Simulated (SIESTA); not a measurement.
## Input and output of a self-consistent single point for LiCa2Ta3O10 (I-4m2, 16 atoms in the cell) (SIESTA)

Method: SIESTA with GGA PBEsol, numerical atomic orbitals DZP, PseudoDojo PBEsol standard norm-conserving potentials (rewritten from UPF to PSML).

The input file:

```
# files in the folder: Li.psml Ca.psml Ta.psml O.psml (PseudoDojo PBEsol standard)
SystemName  LiCa2Ta3O10
SystemLabel siesta

NumberOfAtoms                16
NumberOfSpecies              4
%block ChemicalSpeciesLabel
  1 3 Li
  2 20 Ca
  3 73 Ta
  4 8 O
%endblock ChemicalSpeciesLabel
LatticeConstant              1.0 Ang
%block LatticeVectors
    -1.969685000    1.969685000   13.906895000
     1.969685000   -1.969685000   13.906895000
     1.969685000    1.969685000  -13.906895000
%endblock LatticeVectors
AtomicCoordinatesFormat      Ang
%block AtomicCoordinatesAndAtomicSpecies
     1.969685000    0.000000000    6.953447500  1
    -0.000000000    0.000000000   11.607528981  2
    -0.000000000    0.000000000   16.206261019  2
     0.000000000    0.000000000    0.000000000  3
     0.000000000   -0.000000000    4.278873454  3
    -0.000000000    0.000000000   23.534916546  3
     0.000000000   -0.000000000    1.972275849  4
    -0.000000000    0.000000000   25.841514151  4
     1.969685000    0.000000000   13.903835483  4
     1.969685000   -0.000000000    0.003059517  4
     0.000000000    1.969685000    3.838303020  4
    -0.000000000    1.969685000   10.068591980  4
     0.000000000   -0.000000000    6.076756839  4
     0.000000000   -0.000000000   21.737033161  4
     1.969685000   -0.000000000    3.875573499  4
     1.969685000    0.000000000   10.031321501  4
%endblock AtomicCoordinatesAndAtomicSpecies

XC.functional                GGA
XC.authors                   PBEsol
PAO.BasisSize                DZP
PAO.EnergyShift              0.01 Ry
PAO.Polarization.NonPerturbative true
MeshCutoff                   400 Ry
%block kgrid.MonkhorstPack
    8   0   0  0.0
    0   8   0  0.0
    0   0   8  0.0
%endblock kgrid.MonkhorstPack
OccupationFunction           FD
ElectronicTemperature        10 K

MaxSCFIterations             150
SCF.Mixer.Method             Broyden
SCF.Mixer.Weight             0.2
SCF.Mixer.History            8
SCF.DM.Tolerance             1.0E-04
Diag.ParallelOverK           true
WriteForces                  true
```

Output, abridged:

```
reinit: Reading from file input.fdf

reinit: System Name: LiCa2Ta3O10
reinit: System Label: siesta

coor:   Atomic-coordinates input format  =     Cartesian coordinates
coor:                                          (in Angstroms)

siesta: Atomic coordinates (Bohr) and species
siesta:      3.72217   0.00000  13.14011  1        1
siesta:     -0.00000   0.00000  21.93505  2        2
siesta:     -0.00000   0.00000  30.62539  2        3
siesta:      0.00000   0.00000   0.00000  3        4
siesta:      0.00000  -0.00000   8.08590  3        5
siesta:     -0.00000   0.00000  44.47455  3        6
siesta:      0.00000  -0.00000   3.72706  4        7
siesta:     -0.00000   0.00000  48.83338  4        8
siesta:      3.72217   0.00000  26.27444  4        9
siesta:      3.72217  -0.00000   0.00578  4       10
siesta:      0.00000   3.72217   7.25334  4       11
siesta:     -0.00000   3.72217  19.02688  4       12
siesta:      0.00000  -0.00000  11.48341  4       13
siesta:      0.00000  -0.00000  41.07704  4       14
siesta:      3.72217  -0.00000   7.32377  4       15
siesta:      3.72217   0.00000  18.95645  4       16

siesta: System type = bulk

initatomlists: Number of atoms, orbitals, and projectors:     16   211   270

siesta: ******************** Simulation parameters ****************************
redata: Spin configuration                          = none
redata: Time-Reversal Symmetry                      = T
redata: Number of Atomic Species                    =        4
redata: Mesh Cutoff                                 =   400.0000 Ry
redata: Net charge of the system                    =     0.0000 |e|
redata: Min. number of SCF Iter                     =        0
redata: Max. number of SCF Iter                     =      150
redata: SCF convergence failure will abort job
redata: SCF mix quantity                            = Hamiltonian
redata: Mix DM or H after convergence               =   F
   [... lines left out ...]
diag: Parallel distribution                         =     1 x     1
diag: Used triangular part                          = Lower
diag: Absolute tolerance                            =  0.100E-15
diag: Orthogonalization factor                      =  0.100E-05
diag: Memory factor                                 =  1.0000

superc: Internal auxiliary supercell:     5 x     5 x     7  =     175
superc: Number of atoms, orbitals, and projectors:   2800  36925  47250

                        Single-point calculation

superc: Internal auxiliary supercell:     5 x     5 x     7  =     175
superc: Number of atoms, orbitals, and projectors:   2800  36925  47250

outcell: Unit cell vectors (Ang):
       -1.969685    1.969685   13.906895
        1.969685   -1.969685   13.906895
        1.969685    1.969685  -13.906895

outcell: Cell vector modules (Ang)   :   14.183125   14.183125   14.183125
outcell: Cell angles (23,13,12) (deg):    164.0345    164.0345     22.6530
outcell: Cell volume (Ang**3)        :    215.8160
new_DM -- step:     1
Initializing Density Matrix...

Attempting to read DM from file... Failed...
DM filled with atomic data:

InitMesh: MESH = 144 x 144 x 120 = 2488320
InitMesh: Mesh cutoff (required, used) =   400.000   501.488 Ry

stepf: Fermi-Dirac step function
        iscf     Eharris(eV)        E_KS(eV)     FreeEng(eV)     dDmax    Ef(eV) dHmax(eV)
   scf:    1   -12000.067737   -12072.083917   -12072.083917  1.646342 -5.471867 18.617930
   scf:    2   -12123.916084   -12102.593332   -12102.593332  0.153562 -5.287717  8.507921
   scf:    3   -12111.157588   -12109.591064   -12109.591064  0.140997 -5.817918  3.894973
   scf:    4   -12103.432218   -12108.030144   -12108.030144  0.103845 -5.334449  7.076182
   scf:    5   -12111.013297   -12109.853587   -12109.853587  0.046366 -5.850864  2.694714
   scf:    6   -12110.067894   -12110.162809   -12110.162809  0.061771 -6.337843  0.834345
   scf:    7   -12110.163225   -12110.184322   -12110.184322  0.016790 -6.318107  0.384892
   scf:    8   -12110.125328   -12110.171524   -12110.171524  0.015408 -6.462609  0.674500
   scf:    9   -12110.198430   -12110.190585   -12110.190585  0.010874 -6.396539  0.113778
   scf:   10   -12110.191520   -12110.191365   -12110.191365  0.002485 -6.368690  0.020049
   scf:   11   -12110.191398   -12110.191388   -12110.191388  0.000275 -6.365235  0.007806
   scf:   12   -12110.191392   -12110.191390   -12110.191390  0.000181 -6.365222  0.002148
   scf:   13   -12110.191391   -12110.191391   -12110.191391  0.000103 -6.364990  0.001058
   scf:   14   -12110.191391   -12110.191391   -12110.191391  0.000041 -6.364948  0.000411
SCF Convergence by DM+H criterion
max |DM_out - DM_in|         :     0.0000407757
max |H_out - H_in|      (eV) :     0.0004107529
SCF cycle converged after 14 iterations

Using DM_out to compute the final energy and forces

siesta: E_KS(eV) =           -12110.1914

siesta: E_KS - E_eggbox =    -12110.1914

siesta: Atomic forces (eV/Ang):
     1   -0.000042    0.000042   -0.000000
     2    0.000028    0.000028    0.169579
     3   -0.000028   -0.000028   -0.169579
     4   -0.000017    0.000017    0.000000
     5   -0.000278   -0.000270   -0.233006
     6    0.000270    0.000278    0.233006
     7    0.000041    0.000025   -0.114137
     8   -0.000025   -0.000041    0.114137
     9   -0.000084    0.000435   -0.009070
    10   -0.000435    0.000084    0.009070
    11   -0.000099    0.000421   -0.074313
    12   -0.000421    0.000099    0.074313
    13   -0.000006    0.000051    0.255721
    14   -0.000051    0.000006   -0.255721
    15   -0.000288    0.000643   -0.055516
    16   -0.000643    0.000288    0.055516
   Tot   -0.002080    0.002080   -0.000000
   Max    0.255721
   Res    0.084201    sqrt( Sum f_i^2 / 3N )
   Max    0.255721    constrained

Stress tensor Voigt[x,y,z,yz,xz,xy] (kbar):       42.35       42.35       26.23        0.52        0.52        0.13
(Free)E + p*V (eV/cell)   -12115.1723
Target enthalpy (eV/cell)   -12110.1914

siesta: Program's energy decomposition (eV):
siesta: Ebs     =     -2802.696131
siesta: Eions   =     17094.809395
siesta: Ena     =      2661.773184
siesta: Ekin    =      5259.567482
siesta: Enl     =      -287.496392
siesta: Eso     =         0.000000
siesta: Edftu   =         0.000000
siesta: DEna    =       100.991017
siesta: DUscf   =        10.052190
siesta: DUext   =         0.000000
siesta: Ex      =     -2560.547865
siesta: Ec      =      -199.721612
siesta: Exc     =     -2760.269477
siesta: Eharris =    -12110.191391
siesta: Etot    =    -12110.191391
siesta: FreeEng =    -12110.191391

siesta: Atomic forces (eV/Ang):
siesta:      1   -0.000042    0.000042   -0.000000
siesta:      2    0.000028    0.000028    0.169579
siesta:      3   -0.000028   -0.000028   -0.169579
siesta:      4   -0.000017    0.000017    0.000000
siesta:      5   -0.000278   -0.000270   -0.233006
siesta:      6    0.000270    0.000278    0.233006
siesta:      7    0.000041    0.000025   -0.114137
siesta:      8   -0.000025   -0.000041    0.114137
siesta:      9   -0.000084    0.000435   -0.009070
siesta:     10   -0.000435    0.000084    0.009070
siesta:     11   -0.000099    0.000421   -0.074313
siesta:     12   -0.000421    0.000099    0.074313
siesta:     13   -0.000006    0.000051    0.255721
siesta:     14   -0.000051    0.000006   -0.255721
siesta:     15   -0.000288    0.000643   -0.055516
siesta:     16   -0.000643    0.000288    0.055516
siesta: ----------------------------------------
siesta:    Tot   -0.002080    0.002080   -0.000000

siesta: Stress tensor (static) (eV/Ang**3):
siesta:     0.026433    0.000079    0.000326
siesta:     0.000079    0.026433    0.000326
siesta:     0.000326    0.000326    0.016372

siesta: Cell volume =        215.816041 Ang**3

siesta: Pressure (static):
siesta:                Solid            Molecule  Units
siesta:          -0.00025137         -0.00030358  Ry/Bohr**3
siesta:          -0.02307939         -0.02787381  eV/Ang**3
siesta:         -36.97725881        -44.65876415  kBar
```

The run converged in 14 iterations.

The starting cell comes from a database of computed structures (which also holds hypothetical and non-ambient phases and stackings), without a prior relaxation at this level. Values carry the incompleteness of an atom-centred basis. With a pressure of about -4 GPa the cell is away from its equilibrium volume at this level.

Cost on one core of a shared machine: roughly 20 min.
